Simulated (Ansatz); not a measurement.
Base system: GaAs in the zinc blende structure (space group F-43m, No. 216).

```
CELL_PARAMETERS angstrom
      0.00000     2.83335     2.83335
      2.83335     0.00000     2.83335
      2.83335     2.83335     0.00000
ATOMIC_POSITIONS crystal
  As 0.75000 0.75000 0.75000
  Ga 0.00000 0.00000 0.00000
```

Computed with r2SCAN/PAW in Ansatz (a quantum-chemistry and plane-wave program), scalar-relativistic without spin-orbit coupling.

Before the change:

- Gap character: direct at Γ
- Shortest interatomic distance: 4.637 bohr

Perturbation: every As is replaced by P; the structure is relaxed again.

Q: What happens to the gap character and shortest interatomic distance?

A: The gap character changes from direct at Γ to indirect, Γ → Γ–X (87 % along); the shortest interatomic distance shrinks by 0.176 bohr (4.637 bohr → 4.461 bohr).

Stability against distortions was not tested.
